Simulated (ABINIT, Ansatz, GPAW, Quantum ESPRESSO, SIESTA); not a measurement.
**Ta₂N (P-3m1, 3 atoms in the cell) computed with different codes at matched settings**

Self-consistent single point.

```xyz
3
Lattice="3.0942 0.0000 0.0000 -1.5471 2.6796 0.0000 0.0000 0.0000 4.8406" Properties=species:S:1:pos:R:3 pbc="T T T"
Ta     1.5471     0.8932     3.6077
Ta     0.0000     1.7864     1.2330
N      0.0000     0.0000     0.0000
```

All programs got the same cell, k-point mesh and kind of occupations (in Ansatz's words: kpoints.mp_grid.grid = 12 12 7; scf.occupations.method = gaussian; scf.occupations.width = 0.136 eV); potentials, basis and cutoffs are each program's usual ones.

```json
[
 {"code": "Ansatz", "model": "PBE, PAW files", "pressure (GPa)": "3.69", "largest force (eV/Å)": "0.009", "k-points": "112", "cutoff": "default"},
 {"code": "ABINIT", "model": "PBE, norm-conserving pseudopotentials (PseudoDojo nc-sr-05 PBE standard)", "pressure (GPa)": "3.77", "largest force (eV/Å)": "0.029", "k-points": "112", "cutoff": "42 Ha"},
 {"code": "GPAW", "model": "PBE, GPAW PAW datasets PBE (gpaw-data 1.0.1)", "pressure (GPa)": "–", "largest force (eV/Å)": "0.059", "k-points": "112", "cutoff": "900 eV"},
 {"code": "SIESTA", "model": "GGA PBE, numerical atomic orbitals DZP, PseudoDojo PBE standard norm-conserving potentials (rewritten from UPF to PSML)", "pressure (GPa)": "3.91", "largest force (eV/Å)": "0.527", "k-points": "516", "cutoff": "grid 300 Ry"},
 {"code": "Quantum ESPRESSO", "model": "PBE, SSSP 1.1.2 efficiency (PBE) pseudopotentials", "pressure (GPa)": "2.82", "largest force (eV/Å)": "0.028", "k-points": "112", "cutoff": "45 Ry"}
]
```

A dash marks a value that a program does not give, or that is left out as unsure.

The spread over the programs that give each value: pressure within 1.09 GPa; largest force within 0.518 eV/Å.

The starting cell comes from a database of computed structures (which also holds hypothetical and non-ambient phases and stackings), without a prior relaxation at this level. Its lattice was rescaled by a random factor within 2.5 % of one. On Ansatz's run: Spin-orbit coupling is off. Spin polarisation is off; with an odd number of electrons in the cell that forces a metal, and a magnetic state may lie lower. In the base run, with a pressure of about 4 GPa the cell is away from its equilibrium volume at this level.

**Question.** Why do the programs differ, and what cannot be compared?

**Answer.** Differences of this kind can come from the potentials, where these differ, and from what each basis and cutoff leave unconverged. The zero of total energies and Fermi levels follows the potentials and each program's conventions, so they are not compared here. SIESTA uses small atom-centred bases, whose incompleteness enters pressures, forces and empty levels differently from a plane-wave cutoff. Ansatz's pressure is given at a fixed set of plane waves, as the other plane-wave codes print theirs; with its correction for the finite basis it is 3.86 GPa. The pressure of GPAW is left out: its cutoff lies under the one at which its stress was checked. The programs reduce the same mesh by symmetry to different extents, which changes the work and not the result. In the force vectors, SIESTA (by 0.498) lies more than 0.08 eV/Å from the median of the plane-wave programs.

Left out of this page: Elk and FLEUR (not drawn, or without a comparable value).

Ansatz is a quantum-chemistry and plane-wave program.

Keys are those of Ansatz 0.2.
